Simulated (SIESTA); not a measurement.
Input and output of a self-consistent single point for Si5GeW10 (I422, 16 atoms in the cell) (SIESTA).

Method: GGA PBEsol, numerical atomic orbitals DZP, PseudoDojo PBEsol standard norm-conserving potentials (rewritten from UPF to PSML) in SIESTA.

```xyz
16
Lattice="-4.8564 4.8564 2.5067 4.8564 -4.8564 2.5067 4.8564 4.8564 -2.5067" Properties=species:S:1:pos:R:3 pbc="T T T"
Si     6.4945     1.6382     1.2533
Si    -1.6382     6.4945     1.2533
Si     3.2182    -1.6382     1.2533
Si     1.6382     3.2182     1.2533
Si     0.0000     0.0000     0.0000
Ge     0.0000     0.0000     2.5067
W      2.2085     0.7304     1.2392
W     -0.7304     2.2085     1.2392
W      2.6479     4.1260    -1.2674
W      5.5868     2.6479    -1.2674
W      2.2085    -0.7304     3.7741
W      4.1260     2.6479     1.2674
W      2.6479     5.5868     1.2674
W      0.7304     2.2085     3.7741
W      4.8564     0.0000     0.0000
W      0.0000     4.8564     0.0000
```

Reference input (self-consistent single point, DFT, GGA PBEsol, numerical atomic orbitals DZP, PseudoDojo PBEsol standard norm-conserving potentials (rewritten from UPF to PSML)): XC.functional = GGA; XC.authors = PBEsol; potentials = PseudoDojo PBEsol standard; PAO.BasisSize = DZP; PAO.EnergyShift = 0.005 Ry; MeshCutoff = 400 Ry; kgrid.MonkhorstPack = 6 6 6; OccupationFunction = FD; ElectronicTemperature = 0.1 eV; MaxSCFIterations = 150; SCF.Mixer.Method = Pulay; SCF.Mixer.Weight = 0.25. This run's input differs from it in these lines:

```diff
@@ -48,3 +48,3 @@
 OccupationFunction           FD
-ElectronicTemperature        0.1 eV
+ElectronicTemperature        0.01 eV
```

Output (repeated stretches shortened):

```
        iscf     Eharris(eV)        E_KS(eV)     FreeEng(eV)     dDmax    Ef(eV) dHmax(eV)
   scf:    1   -23494.159740   -23619.607138   -23619.609598  1.591136 -3.306240  6.896875
   scf:    2   -23639.458253   -23631.480555   -23631.483537  0.271898 -3.807234  3.094501
   scf:    3   -23633.734614   -23633.088155   -23633.090380  0.141305 -4.122271  1.307443
   scf:    4   -23633.228879   -23633.194493   -23633.197150  0.040108 -4.139209  0.733339
   scf:    5   -23633.347393   -23633.283860   -23633.286863  0.048924 -4.198504  0.215567
   scf:    6   -23633.288484   -23633.287081   -23633.290125  0.011785 -4.209420  0.068499
   scf:    7   -23633.287464   -23633.287693   -23633.290671  0.003288 -4.208940  0.033078
   scf:    8   -23633.287763   -23633.287759   -23633.290752  0.000682 -4.209371  0.012159
   scf:    9   -23633.287733   -23633.287755   -23633.290757  0.000348 -4.209604  0.009405
   scf:   10   -23633.287772   -23633.287767   -23633.290769  0.000573 -4.209511  0.001447
   scf:   11   -23633.287767   -23633.287767   -23633.290770  0.000051 -4.209523  0.000944
SCF Convergence by DM+H criterion
max |DM_out - DM_in|         :     0.0000513246
max |H_out - H_in|      (eV) :     0.0009442694
SCF cycle converged after 11 iterations

Using DM_out to compute the final energy and forces

siesta: E_KS(eV) =           -23633.2878

siesta: E_KS - E_eggbox =    -23633.2878

siesta: Atomic forces (eV/Ang):
     1   -0.057041   -0.056948    0.000063
     2    0.057002   -0.057002   -0.000000
     3    0.056948    0.057041   -0.000063
     4   -0.056959    0.056959   -0.000000
     5    0.000064   -0.000064    0.000000
     6    0.000006   -0.000006   -0.000000
     7    0.116154    0.044447   -0.044323
     8   -0.042319    0.113378   -0.044554
     9   -0.116580   -0.044228   -0.044072
    10    0.043212   -0.113690   -0.044883
    11    0.113690   -0.043212    0.044883
   [... lines left out ...]
siesta: FreeEng =    -23633.290770
   [... lines left out ...]
siesta:     0.031311    0.000101   -0.000004
siesta:     0.000101    0.031311   -0.000004
siesta:    -0.000004   -0.000004    0.029892

siesta: Cell volume =        236.473043 Ang**3

siesta: Pressure (static):
siesta:                Solid            Molecule  Units
siesta:          -0.00033587         -0.00033189  Ry/Bohr**3
siesta:          -0.03083808         -0.03047248  eV/Ang**3
siesta:         -49.40804558        -48.82229412  kBar
```

The run converged in 11 iterations. Against the reference run the free energy rises by 8.8 meV/atom, the pressure goes from -4.79 to -4.94 GPa and the largest force goes from 0.121 to 0.132 eV/Å.

The starting cell comes from a database of computed structures (which also holds hypothetical and non-ambient phases and stackings), without a prior relaxation at this level. Spin polarisation is off. Values carry the incompleteness of an atom-centred basis. With a pressure of about -5 GPa the cell is away from its equilibrium volume at this level.

Cost on one core of a shared machine: roughly 10 min.
